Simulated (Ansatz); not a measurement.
Where the default PAW files enter, the runs use the earlier of Ansatz's two default sets.

Data:

```xyz
4
Lattice="3.1286 0.0000 0.0000 -1.5643 2.7094 0.0000 0.0000 0.0000 5.1675" Properties=species:S:1:pos:R:3 pbc="T T T"
Al     1.5643     0.9031     2.5801
Al     0.0000     1.8063     5.1638
N      1.5643     0.9031     4.5510
N      0.0000     1.8063     1.9673
```

Space group of this cell: P6_3mc, wurtzite. The cell is strained (lengths along the current scaled by 1.03, ions clamped); by r2SCAN its mean pressure is -9.4 GPa.

Transport runs along the normal of the first two printed cell vectors, the (001) (indices of the unstrained crystal) plane of the conventional cell.

The gap is the functional's own, uncorrected, and κ follows it; spin-orbit coupling is left out. Mid-gap means the computed energy nearest the middle.

Q: Estimate the band gap and the smallest decay constant κ at mid-gap that r2SCAN in Ansatz (a program for electronic structure) returns for this system.

A: Gap 4.46 eV on a 12×12×6 mesh; κ = 0.261 1/Å, at the zone centre.
